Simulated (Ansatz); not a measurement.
**Sb₂Se₃ (model structure, started from the A-La2O3 type, P-3m1, No. 164, 5 atoms in the cell)**

Computed with r²SCAN (plane waves, PAW; Ansatz, a first-principles code).

Numerical settings: plane-wave cutoff 560 eV, 18×18×8 k mesh (along the axes of the cell as run), Fermi–Dirac smearing 0.05 eV, scalar-relativistic PAW data made under PBE.

Cell (relaxed at this level):

```cif
data_Sb2Se3
_chemical_formula_sum 'Sb2 Se3'
_space_group_name_H-M_alt 'P 1'
_space_group_IT_number 1
_cell_length_a 4.04383
_cell_length_b 4.04383
_cell_length_c 10.12753
_cell_angle_alpha 90.000
_cell_angle_beta 90.000
_cell_angle_gamma 120.000
loop_
_space_group_symop_operation_xyz
  'x, y, z'
loop_
_atom_site_label
_atom_site_type_symbol
_atom_site_fract_x
_atom_site_fract_y
_atom_site_fract_z
_atom_site_occupancy
Sb1 Sb 0.33333 0.66667 0.18653 1
Sb2 Sb 0.66667 0.33333 0.81347 1
Se1 Se 0.00000 0.00000 0.00000 1
Se2 Se 0.33333 0.66667 0.66152 1
Se3 Se 0.66667 0.33333 0.33848 1
```

For Sb₂Se₃ (model structure, started from the A-La2O3 type, P-3m1, No. 164, 5 atoms in the cell), the band gap is 0.46 eV (on the SCF k mesh).

Note: the relaxation could raise the start's symmetry but not lower it, so the cell can be a saddle point; the cell has widely spaced layers and the level no dispersion term, so their spacing and the moduli can rest on weak binding.

Spin–orbit coupling is not included; with these elements it can move the gap by several tenths of an eV or more.

A model structure was made by putting elements into a prototype or built by hand; it is no filed structure, need not be a known phase, and can be a saddle point held by its symmetry.
